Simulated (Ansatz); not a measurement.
Take GaN in the wurtzite structure (space group P6_3mc, No. 186; a = 3.183 Å, c = 5.185 Å) as the base. Axes: x lies along a and z along c of the hexagonal cell.

The values are results of DFT with PBEsol, PAW potentials and a 420 eV plane-wave cutoff in Ansatz (a quantum-chemistry and plane-wave program), no spin-orbit coupling, not measurements.

Strains are applied to the cell and any free atomic positions relax.

One change was made to it. Results:

```csv
quantity,base,after
"pressure (mean of the normal stresses, compression positive)",0.00 GPa,-5.24 GPa
band gap,1.88 eV,1.64 eV
"valence-band top at Γ (three highest levels, from the VBM)","0.00, 0.00, -0.04 eV","0.00, -0.04, -0.15 eV"
energy relative to the base (free energy F),0 meV/atom,+10 meV/atom
```

Q: Which change produced these results?
A. uniaxial strain ε_xx = +1.20 %
B. uniaxial strain ε_xx = +2.40 %
C. uniaxial strain ε_xx = +3.00 %
D. uniaxial strain ε_xx = +0.60 %
E. uniaxial strain ε_xx = +1.80 %

A: C, uniaxial strain ε_xx = +3.00 %. For comparison, the band gap in the other runs: uniaxial strain ε_xx = +1.20 % gives 1.78 eV; uniaxial strain ε_xx = +0.60 % gives 1.83 eV; uniaxial strain ε_xx = +2.40 % gives 1.69 eV; uniaxial strain ε_xx = +1.80 % gives 1.74 eV.

Stability against distortions was not tested.
